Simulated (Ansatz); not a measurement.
# Response to strain in BeTe

Base system: BeTe in the zinc blende structure (space group F-43m, No. 216; a = 5.554 Å).

Strains are applied to the cell and any free atomic positions relax.

The values are results of LDA, PAW, 420 eV (Ansatz, an electronic-structure program; no SOC), not measurements.

Notes on the quantities. energy relative to the base: free energy F.

```csv
case,electron mass,energy relative to the base,band gap
base,"1.3 mₑ along k, 0.24 mₑ across (at X)",0 meV/atom,1.79 eV
isotropic strain −3.00 %,"1.1 mₑ along k, 0.23 mₑ across (at X)",+38 meV/atom,1.55 eV
isotropic strain −2.50 %,"1.2 mₑ along k, 0.24 mₑ across (at X)",+26 meV/atom,1.59 eV
isotropic strain −2.00 %,"1.2 mₑ along k, 0.24 mₑ across (at X)",+16 meV/atom,1.64 eV
isotropic strain −1.50 %,"1.2 mₑ along k, 0.24 mₑ across (at X)",+9.1 meV/atom,1.68 eV
isotropic strain −0.50 %,"1.3 mₑ along k, 0.24 mₑ across (at X)",+1.0 meV/atom,1.75 eV
isotropic strain +0.50 %,"1.4 mₑ along k, 0.25 mₑ across (at X)",+0.9 meV/atom,1.83 eV
isotropic strain +1.00 %,"1.4 mₑ along k, 0.25 mₑ across (at X)",+3.7 meV/atom,1.86 eV
isotropic strain +2.00 %,"1.5 mₑ along k, 0.25 mₑ across (at X)",+14 meV/atom,1.93 eV
isotropic strain +3.00 %,"1.5 mₑ along k, 0.26 mₑ across (at X)",+32 meV/atom,1.99 eV
```

With Te present, leaving out spin-orbit coupling can change the band edges. Effective masses come from finite differences of ±0.01 Å⁻¹. Along k means along the line from Γ to the band edge. No phonon test of stability was made.
